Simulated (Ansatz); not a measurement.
End structure of a constructed model of the (111) surface of fcc Rh, p(2x2) layer of Bi, one a cell, on the site that continues the host's stacking (bottom of the slab: a bare face, its two planes held):

```
CELL_PARAMETERS angstrom
      5.41644     0.00000     0.00000
     -2.70822     4.69077     0.00000
      0.00000     0.00000    30.00000
ATOMIC_POSITIONS crystal
  Rh 0.16667 0.83333 0.27267
  Rh 0.16667 0.33333 0.27267
  Rh 0.66667 0.83333 0.27267
  Rh 0.66667 0.33333 0.27267
  Rh 0.33333 0.66667 0.34638
  Rh 0.33333 0.16667 0.34638
  Rh 0.83333 0.66667 0.34638
  Rh 0.83333 0.16667 0.34638
  Rh 0.50000 0.50000 0.41956
  Rh 0.49981 0.99990 0.41938
  Rh 0.00010 0.50019 0.41938
  Rh 0.00010 0.99990 0.41938
  Rh 0.66592 0.33408 0.49326
  Rh 0.66592 0.83183 0.49326
  Rh 0.16817 0.33408 0.49326
  Rh 0.16667 0.83333 0.49414
  Rh 0.83333 0.16667 0.56516
  Rh 0.83247 0.66624 0.56775
  Rh 0.33376 0.16753 0.56775
  Rh 0.33376 0.66624 0.56775
  Rh 0.99638 0.00362 0.64020
  Rh 0.99638 0.49275 0.64020
  Rh 0.50725 0.00362 0.64020
  Rh 0.50000 0.50000 0.64109
  Bi 0.16667 0.83333 0.71193
```

Set-up: 25 atoms, 13.6 Å thick at the start with caps and adatoms (thin: gaps and levels are the slab's own); mesh 8x8x1; 0.1 eV smearing; dipole correction on; 8 atoms held, the rest relaxed; held to the start's symmetry, so lower structures may exist; no spin, no spin-orbit, no U. It is one candidate, not shown to be the stable structure of the face.

### Question
Estimate the work function of the top face that PBE (Ansatz, a first-principles code) returns for this input.

### Answer
3.99 eV
